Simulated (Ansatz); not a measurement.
End structure of Co on a Au site (surface) in a 3x3 cell of the 1x1 (111) surface of fcc Au (the real clean face reconstructs):

```yaml
crystal:
  lattice:
    - [8.81878, 0.00000, 0.00000]
    - [-4.40939, 7.63729, 0.00000]
    - [0.00000, 0.00000, 26.50000]
  atoms:
    - { symbol: Au, position: [0.11111, 0.22222, 0.36414] }
    - { symbol: Au, position: [0.11111, 0.55556, 0.36414] }
    - { symbol: Au, position: [0.11111, 0.88889, 0.36414] }
    - { symbol: Au, position: [0.44444, 0.22222, 0.36414] }
    - { symbol: Au, position: [0.44444, 0.55556, 0.36414] }
    - { symbol: Au, position: [0.44444, 0.88889, 0.36414] }
    - { symbol: Au, position: [0.77778, 0.22222, 0.36414] }
    - { symbol: Au, position: [0.77778, 0.55556, 0.36414] }
    - { symbol: Au, position: [0.77778, 0.88889, 0.36414] }
    - { symbol: Au, position: [0.22247, 0.11086, 0.45528] }
    - { symbol: Au, position: [0.22247, 0.44494, 0.45528] }
    - { symbol: Au, position: [0.22178, 0.77756, 0.45560] }
    - { symbol: Au, position: [0.55578, 0.11156, 0.45560] }
    - { symbol: Au, position: [0.55537, 0.44435, 0.45562] }
    - { symbol: Au, position: [0.55578, 0.77756, 0.45560] }
    - { symbol: Au, position: [0.88839, 0.11086, 0.45528] }
    - { symbol: Au, position: [0.88898, 0.44435, 0.45562] }
    - { symbol: Au, position: [0.88898, 0.77796, 0.45562] }
    - { symbol: Au, position: [0.00081, 0.00162, 0.54491] }
    - { symbol: Au, position: [0.00081, 0.33252, 0.54491] }
    - { symbol: Au, position: [0.99999, 0.66666, 0.54544] }
    - { symbol: Au, position: [0.33394, 0.99939, 0.54512] }
    - { symbol: Au, position: [0.33171, 0.33252, 0.54491] }
    - { symbol: Au, position: [0.33394, 0.66788, 0.54512] }
    - { symbol: Au, position: [0.66545, 0.99939, 0.54512] }
    - { symbol: Au, position: [0.66667, 0.33334, 0.54544] }
    - { symbol: Au, position: [0.66667, 0.66666, 0.54544] }
    - { symbol: Co, position: [0.11111, 0.22222, 0.62539] }
    - { symbol: Au, position: [0.11149, 0.54828, 0.63591] }
    - { symbol: Au, position: [0.11149, 0.89655, 0.63591] }
    - { symbol: Au, position: [0.43679, 0.22184, 0.63591] }
    - { symbol: Au, position: [0.43679, 0.54828, 0.63591] }
    - { symbol: Au, position: [0.44444, 0.88889, 0.63646] }
    - { symbol: Au, position: [0.78506, 0.22184, 0.63591] }
    - { symbol: Au, position: [0.77778, 0.55556, 0.63563] }
    - { symbol: Au, position: [0.78506, 0.89655, 0.63591] }
```

Slab: 36 atoms, 7.2 Å thick at the start (thin: gaps and levels are the slab's own); k 4x4x1, smearing 0.1 eV, dipole-corrected; 9 atoms held, the rest relaxed; start symmetry kept, larger cells not searched; spin-polarised, no spin-orbit, no U.

**Question.** Give the work function of the top face at the level PBE in Ansatz (a quantum-chemistry and plane-wave program).

**Answer.** 5.11 eV

**Question.** Predict the formation energy against fcc Au, hcp Co, ferromagnetic from PBE.

**Answer.** 1.23 eV

**Question.** What is the computed change of the work function (PBE)?

**Answer.** -0.019 eV

**Question.** Give the change of the step from the bottom to the top vacuum level, against the clean slab at the level PBE.

**Answer.** -0.036 eV
